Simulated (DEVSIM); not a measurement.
Device: Si n-p junction from an implanted or diffused profile, at 300 K.

Layer 1 from the left is Si, thickness (μm) 11.0, Na (cm⁻³) 6.9e14, τn (s) 0.00056, τp (s) 0.00056.

Added donor profile: 3.7e17 cm⁻³ × exp(−(x − 0.026 μm)²/(2·(0.043 μm)²)). Left contact: ohmic. Right contact: ohmic. Voltage is applied to the left contact. Recombination: SRH at mid-gap. Mobility is μmin + (μ − μmin)/(1 + (N/Nref)^α).

This is a model device: material constants are rounded textbook-type values typed into the input, and sizes, dopings and lifetimes were drawn at random. Values at 300 K.

Si: gap (eV) 1.124, affinity (eV) 4.05, permittivity 11.7, Nc (cm⁻³) 2.86e19, Nv (cm⁻³) 3.1e19, μn (cm²/Vs) 1417, μp (cm²/Vs) 470, μn,min 52, μp,min 45, Nref,n 9.7e16, Nref,p 2.2e17, αn 0.68, αp 0.72.

Simulated with DEVSIM: 1D drift-diffusion, Boltzmann statistics, complete ionisation; no tunnelling, impact ionisation, image-force lowering or self-heating.

What does the simulation give for the dark forward voltage at 100 A/cm², the dark forward voltage at 1 A/cm², the potential step across the device at zero bias?

dark forward voltage at 100 A/cm² 0.753 V; dark forward voltage at 1 A/cm² 0.541 V; potential step across the device at zero bias 0.730 V.
